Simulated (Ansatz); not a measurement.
Variants of one calculation on TlSn (P4/mmm, 2 atoms in the cell)

```
CELL_PARAMETERS angstrom
      3.61473     0.00000     0.00000
      0.00000     3.61473     0.00000
      0.00000     0.00000     4.37500
ATOMIC_POSITIONS crystal
  Tl 0.00000 0.00000 0.00000
  Sn 0.50000 0.50000 0.50000
```

Base run A: PBEsol, default PAW files made with PBE in Ansatz (an electronic-structure program), self-consistent single point.

Its settings: kpoints.mp_grid.grid = 9 9 8; hamiltonian.xc = pbesol; hamiltonian.pseudopotentials = {kind: paw} (the program's default PAW files); scf.occupations.method = fermi_dirac; scf.occupations.width = 0.1 eV.

The starting cell comes from a database of published, mostly measured structures (it also holds non-ambient and calculated ones), without a prior relaxation at this level. Ansatz's pressure includes its estimate of the finite-basis (Pulay) stress.

ΔF is the free energy per atom less that of run A. 

Runs:
- B: scf.convergence.dr2_threshold: default (1e-07 eV) → 1e-10 eV
- C: kpoints.mp_grid.grid: 9 9 8 → 22 22 18
- D: kpoints.mp_grid.grid: 9 9 8 → 9 9 7
- E: 2 x 2 x 2 supercell, mesh divided and rounded up; kpoints.mp_grid.grid: 9 9 8 → 5 5 4
- F: kpoints.mp_grid.grid: 9 9 8 → 9 9 7; kpoints.mp_grid.shift: default → 0.5 0.5 0.5
- G: scf.mixing.algorithm: default (the program chose MSR1) → anderson
- H: scf.mixing.algorithm: default (the program chose MSR1) → anderson; scf.mixing.beta: default → 0.05
- I: scf.eigensolver.kind: default (the program chose band_cg) → davidson

```json
[
 {"run": "A", "ΔF (meV/atom)": "0.00", "pressure (GPa)": "-1.78", "k-points": "75", "valence electrons": "27"},
 {"run": "B", "ΔF (meV/atom)": "0.00", "pressure (GPa)": "-1.78", "k-points": "75", "valence electrons": "27"},
 {"run": "C", "ΔF (meV/atom)": "6.2", "pressure (GPa)": "-1.66", "k-points": "780", "valence electrons": "27"},
 {"run": "D", "ΔF (meV/atom)": "5.7", "pressure (GPa)": "-1.86", "k-points": "60", "valence electrons": "27"},
 {"run": "E", "ΔF (meV/atom)": "12.1", "pressure (GPa)": "-1.66", "k-points": "18", "valence electrons": "216"},
 {"run": "F", "ΔF (meV/atom)": "6.5", "pressure (GPa)": "-1.88", "k-points": "60", "valence electrons": "27"},
 {"run": "G", "ΔF (meV/atom)": "0.00", "pressure (GPa)": "-1.78", "k-points": "75", "valence electrons": "27"},
 {"run": "H", "ΔF (meV/atom)": "0.00", "pressure (GPa)": "-1.78", "k-points": "75", "valence electrons": "27"},
 {"run": "I", "ΔF (meV/atom)": "0.00", "pressure (GPa)": "-1.78", "k-points": "75", "valence electrons": "27"}
]
```

Run D against A: The free energy goes up by 5.7 meV/atom and the pressure hardly changes (-1.78 to -1.86 GPa).

Run F against A: The free energy goes up by 6.5 meV/atom and the pressure stays near -1.88 GPa while the zz stress (positive for compression) goes from -1.26 to -1.74 GPa.

Keys are those of Ansatz 0.2.
